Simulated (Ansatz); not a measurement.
A (14,0) AlN nanotube has 56 atoms in a period of 5.405 Å, a mean diameter of 13.99 Å, and lies 19 meV/atom over the flat sheet relaxed at the same level.

Calculation: PBE (plane waves to 420 eV, PAW; Ansatz, a program for electronic structure). Mesh 1×1×6. No spin polarisation. Isolated but for its images some 11 Å away. A hypothetical model, rolled from the flat sheet. Symmetry and one short period hold its shape; lower forms weren't sought.

### Question
Which bending rigidity of the sheet does this imply in the thin-plate picture?

### Answer
A plate bent to radius R stores D/(2R²) an area. The area an atom is π × 13.99 × 5.405/56 = 4.24 Å², so the stored energy is 0.019/4.24 = 0.0045 eV/Å². With R = 6.995 Å, D = 2R² × 0.0045 = 0.44 eV.
